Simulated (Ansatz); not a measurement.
HfGeO3 (model structure, started from the PbTiO3 type, P4mm, No. 99, 5 atoms in the cell) was calculated with PBE0 in Ansatz (PAW).

Numerical settings: plane-wave cutoff 460 eV, 6×6×6 k mesh, Fermi–Dirac smearing 0.01 eV, scalar-relativistic PAW data made under PBE.

Cell (relaxed with PBEsol):

```cif
data_GeHfO3
_chemical_formula_sum 'Hf1 Ge1 O3'
_space_group_name_H-M_alt 'P4mm'
_space_group_IT_number 99
_space_group_name_Hall 'P 4 -2'
_cell_length_a 3.99594
_cell_length_b 3.99594
_cell_length_c 4.24590
_cell_angle_alpha 90.000
_cell_angle_beta 90.000
_cell_angle_gamma 90.000
loop_
_atom_site_label
_atom_site_type_symbol
_atom_site_symmetry_multiplicity
_atom_site_Wyckoff_symbol
_atom_site_fract_x
_atom_site_fract_y
_atom_site_fract_z
_atom_site_occupancy
Hf1 Hf 1 b 0.50000 0.50000 0.56912 1
Ge1 Ge 1 a 0.00000 0.00000 0.18998 1
O1 O 2 c 0.00000 0.50000 0.45526 1
O2 O 1 b 0.50000 0.50000 0.02058 1
```

Give the computed band gap, smallest direct gap on the k points sampled and direct gap at Γ.


* **band gap**: 3.00 eV (on the SCF k mesh)
* **smallest direct gap on the k points sampled**: 4.32 eV
* **direct gap at Γ**: 5.90 eV

Note: the relaxation could raise the start's symmetry but not lower it, so the cell can be a saddle point; cell and atoms aren't relaxed at this level (largest force component 0.12 eV/Å, pressure 1.2 GPa).

Spin–orbit coupling is not included.

Computed values are for the static lattice.

Computing time: around 2.5 core-minutes (rough).

A model structure was made by putting elements into a prototype or built by hand; it is no filed structure, need not be a known phase, and can be a saddle point held by its symmetry.

Ansatz is a quantum-chemistry and plane-wave program.
